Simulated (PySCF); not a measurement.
PySCF 2.14.0, PBE/def2-svp, df: Ga(AsH2)2(OMe) (C[O][Ga]([AsH2])[AsH2]), 12 atoms. The geometry is a generated start, not checked to be a minimum at this level.

```yaml
task: energy
method: pbe
basis: def2-svp
two_electron_scheme: density fitting
mol.max_memory: 3000 MB
mf.max_cycle: 100
mf.init_guess: minao (default)
mf.DIIS: CDIIS (default)
mf.conv_tol: 1e-09 (default)
mf.grids.level: 3 (default)
basis_functions: 159
grid_points: 158608
```

```xyz
12

Ga     0.3427     0.6194     0.2322
As     1.7142     2.2011    -1.0730
H      2.7884     2.0158    -0.0162
H      1.1338     3.3156    -0.2144
As    -0.7495     0.5036     2.4897
H     -1.8651    -0.2466     1.8091
H     -1.4356     1.8015     2.1210
O      0.1057    -0.8129    -0.7890
C     -0.4061    -2.0912    -1.0775
H     -0.9431    -2.0668    -2.0279
H      0.4114    -2.8095    -1.1581
H     -1.0967    -2.4300    -0.2959
```

One run each on 2 threads, 1 BLAS thread. Values of diis_space tried: 3, 5, 8 (default), 12, 20.

How does the count of Fock builds change with diis_space, and where is it least?

Fewest Fock builds, within one of each other: 8 (default) with 15, 12 with 15, 20 with 15. The count rises to 26 at 3. All converge to one solution.

```csv
diis_space,Fock builds,end
3,26,same solution
5,17,same solution
8 (default),15,same solution
12,15,same solution
20,15,same solution
```
